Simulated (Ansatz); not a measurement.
Take ZrGe (space group Pnma, No. 62; a = 7.1024 Å, b = 3.9153 Å, c = 5.4094 Å; a cell from a computed database, its experimental status unchecked) as the base.

Level of theory: r2SCAN, PAW, 500 eV (Ansatz, a program for electronic structure; no spin-orbit coupling), earlier PAW set.

One change was made to it. Results:

| quantity | base | after |
|---|---|---|
| band gap | zero | zero |
| volume per atom | 18.80 Å³ | 17.13 Å³ |

Q: What was done to the base?
A. pressure 15 GPa
B. pressure 3 GPa
C. pressure 7 GPa
D. pressure 50 GPa
E. pressure 30 GPa

A: A, pressure 15 GPa. For comparison, the volume per atom in the other runs: pressure 3 GPa gives 18.40 Å³; pressure 7 GPa gives 17.92 Å³; pressure 50 GPa gives 14.93 Å³; pressure 30 GPa gives 16.01 Å³.

Load acts through the strain it causes; cell and atoms are relaxed under it. No phonon test of stability was made. No other phases were tried under pressure. All final runs are without spin polarisation.
